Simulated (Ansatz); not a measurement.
Given:

```
CELL_PARAMETERS angstrom
      3.99330     0.02002     0.00000
      0.02002     3.99330     0.00000
      0.00000     0.00000     3.98257
ATOMIC_POSITIONS crystal
  K  0.50000 0.50000 0.50000
  Ta 0.00000 0.00000 0.00000
  O  0.00000 0.50000 0.00000
  O  0.50000 0.00000 0.00000
  O  0.00000 0.00000 0.50000
```

The numbers are results of PBEsol with spin-orbit coupling, rigid bands (plane waves, PAW; Ansatz, a program for electronic structure), not measurements. Condition of this run: uniaxial stress along [110] of -2 GPa (compression positive) (the target of the relaxation). Cell: cell and atoms relaxed with PBEsol, then loaded as said.

Question: Predict the hole conductivity mass (n e² τ/σ) at 300 K, by direction if it differs.

Answer: 1.99 (x), 1.99 (y), 2.2 (z) mₑ.

Question: What conductivity effective mass do dilute electrons have at 300 K?

Answer: 0.46 (x), 0.46 (y), 0.48 (z) mₑ.

Question: And the band gap?

Answer: 1.98 eV at this level; semilocal functionals usually fall short of the measured gap.

Rigid bands, one relaxation time for all states, no polarons.
